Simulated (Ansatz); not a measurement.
The starting structures come from a database of crystals and need not be the phases stable at ambient conditions.

Tunnelling through a barrier is set by its complex band structure: the current falls as exp(−2κd) with the smallest κ.

Consider the following.

```
CELL_PARAMETERS angstrom
      5.92217     0.00000     0.00000
      0.00000     7.62176     0.00000
      2.96108     0.00000     2.96108
ATOMIC_POSITIONS crystal
  Pb 0.00000 0.80530 0.50000
  Pb 0.50000 0.19470 0.50000
  Br 0.50000 0.64632 0.50000
  Br 0.00000 0.35368 0.50000
  F  0.50000 0.00000 0.00000
  F  0.00000 0.00000 0.00000
```

Space group of this cell: P4/nmm. The cell was relaxed by PBE-D3(BJ).

Transport runs along the normal of the first two printed cell vectors, the (110) plane of the conventional cell.

No gap correction and no spin-orbit coupling; mid-gap values are interpolated between computed energies.

Compute, with r2SCAN run with Ansatz (a first-principles code), the band gap and the smallest decay constant κ at mid-gap.

Gap 3.04 eV on a 10×4×10 mesh; κ = 0.247 1/Å, at (0.000, 0.500) of the in-plane reciprocal vectors. At the zone centre, at the nearest computed energy, the slowest state has κ = 0.29 1/Å.
